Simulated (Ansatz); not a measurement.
Consider Ga2O3 (space group R-3m, No. 166; a = 2.9881 Å, c = 22.8522 Å (hexagonal axes); a hypothetical phase, not in the database extracts checked). Axes: x lies along a and z along c of the hexagonal cell.

All numbers come from PBEsol, PAW, 420 eV (Ansatz, a program for electronic structure; without spin-orbit coupling).

For the base:

The band gap is 2.85 eV.

Perturbation: biaxial strain −2.22 %, plane normal [001], relaxed out of plane (Cartesian); in-plane vectors clamped, the third vector and the atoms free.

How does this affect the out-of-plane strain, energy relative to the base, in-plane stress and band gap?

The out-of-plane strain comes out as +2.10 %; the energy grows by 16 meV/atom; the mean in-plane stress (compression positive) amounts to +10.0 GPa; the band gap rises by 0.43 eV to 3.28 eV.

Whether these cells are dynamically stable was not tested.
